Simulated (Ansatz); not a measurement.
The starting structures come from a database of crystals and need not be the phases stable at ambient conditions.

By PBEsol, the system below comes out a metal.

A figure of merit of an interconnect metal is its ballistic conductance per area.

Data:

```
CELL_PARAMETERS angstrom
      3.16762     0.00000     0.00000
      0.00000     3.16762     0.00000
      1.58381    -1.58381     1.53630
ATOMIC_POSITIONS crystal
  Mo 0.00000 0.00000 0.00000
```

The cell is strained (lengths along the current scaled by 0.97, ions clamped); by PBEsol it stands under a pressure of -1.4 GPa.

The current flows along the normal of the first two printed cell vectors, the (001) (indices of the unstrained crystal) plane of the conventional cell. No spin-orbit coupling; the value is a mean over 0.1 eV about the Fermi level.

Task: Estimate the ballistic conductance per area that PBEsol in Ansatz (a program for electronic structure) returns for this system.

Result: 1.3 × 10¹⁵ S/m² for both spins.
